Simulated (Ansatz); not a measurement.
Seebeck coefficient (μV/K, mean over directions) of n-type ZnO (P6_3mc) against carrier density, PBEsol with spin-orbit coupling, rigid bands (Ansatz, a first-principles code). Computed gap 0.69 eV; densities at which minority carriers matter at this gap, or further valleys turn the trend, are left out. Conductivity mass 0.153 mₑ (harmonic mean over directions), N_c = 1.4e18 cm⁻³ at 300 K.

```json
[
 {"electron density": "1e17 cm⁻³", "300 K": "-439", "500 K": "-510"},
 {"electron density": "1e18 cm⁻³", "300 K": "-246", "500 K": "-315"},
 {"electron density": "3e18 cm⁻³", "300 K": "(withheld)", "500 K": "-226"},
 {"electron density": "1e19 cm⁻³", "300 K": "-92", "500 K": "-141"},
 {"electron density": "3e19 cm⁻³", "300 K": "-51", "500 K": "-83"},
 {"electron density": "1e20 cm⁻³", "300 K": "-28", "500 K": "-46"},
 {"electron density": "3e20 cm⁻³", "300 K": "(withheld)", "500 K": "(withheld)"},
 {"electron density": "1e21 cm⁻³", "300 K": "-10", "500 K": "-17"}
]
```

Complete the blanks.


- 3e18 cm⁻³, 300 K: -164
- 3e20 cm⁻³, 300 K: -17
- 3e20 cm⁻³, 500 K: -28

Rigid bands with a gap fixed in temperature, one relaxation time for all states, no polarons or phonon drag, and whether or not such doping can be reached.
